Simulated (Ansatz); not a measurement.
Start from Ta$_{2}$C (space group P-3m1, No. 164; relaxed with 0.1 eV smearing).

```yaml
crystal:
  lattice:
    - [3.09529, 0.00000, 0.00000]
    - [-1.54764, 2.68060, 0.00000]
    - [0.00000, 0.00000, 4.92154]
  atoms:
    - { symbol: Ta, position: [0.33333, 0.66667, 0.25289] }
    - { symbol: Ta, position: [0.66667, 0.33333, 0.74711] }
    - { symbol: C, position: [0.00000, 0.00000, 0.00000] }
```

Cartesian axes are those of the cell as printed.

All numbers come from PBEsol in Ansatz (plane waves to 420 eV, PAW, no spin-orbit coupling).

Strains are applied to the cell and any free atomic positions relax.

One change was made to it. Results:

The energy increases by 13 meV/atom; the pressure (mean of the normal stresses, compression positive) goes from zero to 2.0 GPa.

Q: Which change produced these results?
A) tensor shear ε_yz = −1.80 %
B) uniaxial strain ε_xx = +1.13 %
C) strain tensor (xx, yy, zz, yz, xz, xy) = (−0.35, +0.92, −1.18, +0.69, −1.64, −1.12) %

A: C, strain tensor (xx, yy, zz, yz, xz, xy) = (−0.35, +0.92, −1.18, +0.69, −1.64, −1.12) %. For comparison, the energy relative to the base in the other runs: tensor shear ε_yz = −1.80 % gives +7.8 meV/atom; uniaxial strain ε_xx = +1.13 % gives +2.6 meV/atom.

No phonon test of stability was made. The final runs are not spin-polarised.

Ansatz is a quantum-chemistry and plane-wave program.
